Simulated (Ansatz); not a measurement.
**InSb (within 0.1 Å of P4/mmm, No. 123, 2 atoms in the cell; start mp-19744; a measured phase of this formula has another space group)**

Level of theory: r²SCAN-D4 (PAW; Ansatz, a quantum-chemistry and plane-wave program).

Numerical settings: plane-wave cutoff 500 eV, 14×8×12 k mesh (along the axes of the cell as run), Fermi–Dirac smearing 0.05 eV, scalar-relativistic PAW data made under PBE.

Cell (relaxed at this level):

InSb is taken in the tetragonal space group P4/mmm (No. 123), Pearson symbol tP2. Lattice parameters: a = b = 3.0410 Å, c = 6.1503 Å, α = β = γ = 90.00°. In on 1a has 4 In at 3.041 Å and 2 Sb at 3.075 Å (octahedral). Sb on 1b sees 4 Sb at 3.041 Å and 2 In at 3.075 Å (octahedral). (Neighbours: up to the widest gap in distance over summed covalent radii, below 1.35, at either atom; cation-cation and far metal-metal contacts left out.)

- band gap: none

Spin–orbit coupling is not included.

The computed numbers hold no vibrational or temperature effects.

A start named mp-… is a Materials Project structure, which need not be a measured phase.
